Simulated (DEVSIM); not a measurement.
Device: Ti/SiO2/n-Si capacitor, at 300 K.

```
layer (left to right)  material  thickness (nm)  Nd (cm⁻³)
---------------------  --------  --------------  ---------
1                          SiO2            15.0          -
2                            Si             520       6e17
```

Metal gate on the left, work function 4.33 eV. Fixed charge at the semiconductor interface -3.4e11 cm⁻² (in units of +e); no interface traps.

The device is made up for the run: typed textbook-type constants, with dimensions and the other settings drawn at random. Values at 300 K.

| parameter | SiO2 | Si |
|---|---|---|
| gap (eV) | 9 | 1.124 |
| affinity (eV) | 0.9 | 4.05 |
| permittivity | 3.9 | 11.7 |
| Nc (cm⁻³) | - | 2.86e19 |
| Nv (cm⁻³) | - | 3.1e19 |

Simulated with DEVSIM: 1D Poisson equation in equilibrium, Boltzmann statistics, complete ionisation; no quantum confinement or tunnelling. Metal contacts follow the ideal Schottky-Mott rule: no Fermi-level pinning, no interface dipoles.

Task: Tabulate band edges, carrier densities and field at -1.5 V on the gate.

Result: Energies count from the Fermi level of the right contact; mesh points crowd at the junctions.

```json
[
 {"x (μm)": "0.000", "Ec (eV)": "4.930", "Ev (eV)": "-4.070", "n (cm⁻³)": "< 1e2", "p (cm⁻³)": "< 1e2", "field (V/cm)": "-760000"},
 {"x (μm)": "0.001064", "Ec (eV)": "4.849", "Ev (eV)": "-4.151", "n (cm⁻³)": "< 1e2", "p (cm⁻³)": "< 1e2", "field (V/cm)": "-760000"},
 {"x (μm)": "0.002825", "Ec (eV)": "4.714", "Ev (eV)": "-4.286", "n (cm⁻³)": "< 1e2", "p (cm⁻³)": "< 1e2", "field (V/cm)": "-760000"},
 {"x (μm)": "0.006063", "Ec (eV)": "4.467", "Ev (eV)": "-4.533", "n (cm⁻³)": "< 1e2", "p (cm⁻³)": "< 1e2", "field (V/cm)": "-760000"},
 {"x (μm)": "0.01136", "Ec (eV)": "4.062", "Ev (eV)": "-4.938", "n (cm⁻³)": "< 1e2", "p (cm⁻³)": "< 1e2", "field (V/cm)": "-760000"},
 {"x (μm)": "0.01346", "Ec (eV)": "3.901", "Ev (eV)": "-5.099", "n (cm⁻³)": "< 1e2", "p (cm⁻³)": "< 1e2", "field (V/cm)": "-760000"},
 {"x (μm)": "0.01473", "Ec (eV)": "3.804", "Ev (eV)": "-5.196", "n (cm⁻³)": "< 1e2", "p (cm⁻³)": "< 1e2", "field (V/cm)": "-760000"},
 {"x (μm)": "0.01605", "Ec (eV)": "0.603", "Ev (eV)": "-0.521", "n (cm⁻³)": "2.2e9", "p (cm⁻³)": "5.4e10", "field (V/cm)": "-300000"},
 {"x (μm)": "0.01818", "Ec (eV)": "0.541", "Ev (eV)": "-0.583", "n (cm⁻³)": "2.3e10", "p (cm⁻³)": "5.0e9", "field (V/cm)": "-280000"},
 {"x (μm)": "0.02237", "Ec (eV)": "0.433", "Ev (eV)": "-0.691", "n (cm⁻³)": "1.5e12", "p (cm⁻³)": "7.6e7", "field (V/cm)": "-240000"},
 {"x (μm)": "0.03060", "Ec (eV)": "0.268", "Ev (eV)": "-0.856", "n (cm⁻³)": "9.0e14", "p (cm⁻³)": "130000", "field (V/cm)": "-160000"},
 {"x (μm)": "0.05414", "Ec (eV)": "0.105", "Ev (eV)": "-1.019", "n (cm⁻³)": "4.9e17", "p (cm⁻³)": "240", "field (V/cm)": "-9700"},
 {"x (μm)": "0.09300", "Ec (eV)": "0.100", "Ev (eV)": "-1.024", "n (cm⁻³)": "6.0e17", "p (cm⁻³)": "190", "field (V/cm)": "≈ 0"},
 {"x (μm)": "0.1641", "Ec (eV)": "0.100", "Ev (eV)": "-1.024", "n (cm⁻³)": "6.0e17", "p (cm⁻³)": "190", "field (V/cm)": "≈ 0"},
 {"x (μm)": "0.3498", "Ec (eV)": "0.100", "Ev (eV)": "-1.024", "n (cm⁻³)": "6.0e17", "p (cm⁻³)": "190", "field (V/cm)": "≈ 0"},
 {"x (μm)": "0.4380", "Ec (eV)": "0.100", "Ev (eV)": "-1.024", "n (cm⁻³)": "6.0e17", "p (cm⁻³)": "190", "field (V/cm)": "≈ 0"},
 {"x (μm)": "0.4862", "Ec (eV)": "0.100", "Ev (eV)": "-1.024", "n (cm⁻³)": "6.0e17", "p (cm⁻³)": "190", "field (V/cm)": "≈ 0"},
 {"x (μm)": "0.5107", "Ec (eV)": "0.100", "Ev (eV)": "-1.024", "n (cm⁻³)": "6.0e17", "p (cm⁻³)": "190", "field (V/cm)": "≈ 0"},
 {"x (μm)": "0.5256", "Ec (eV)": "0.100", "Ev (eV)": "-1.024", "n (cm⁻³)": "6.0e17", "p (cm⁻³)": "190", "field (V/cm)": "≈ 0"},
 {"x (μm)": "0.5308", "Ec (eV)": "0.100", "Ev (eV)": "-1.024", "n (cm⁻³)": "6.0e17", "p (cm⁻³)": "190", "field (V/cm)": "≈ 0"},
 {"x (μm)": "0.5334", "Ec (eV)": "0.100", "Ev (eV)": "-1.024", "n (cm⁻³)": "6.0e17", "p (cm⁻³)": "190", "field (V/cm)": "≈ 0"},
 {"x (μm)": "0.5350", "Ec (eV)": "0.100", "Ev (eV)": "-1.024", "n (cm⁻³)": "6.0e17", "p (cm⁻³)": "190", "field (V/cm)": "≈ 0"}
]
```
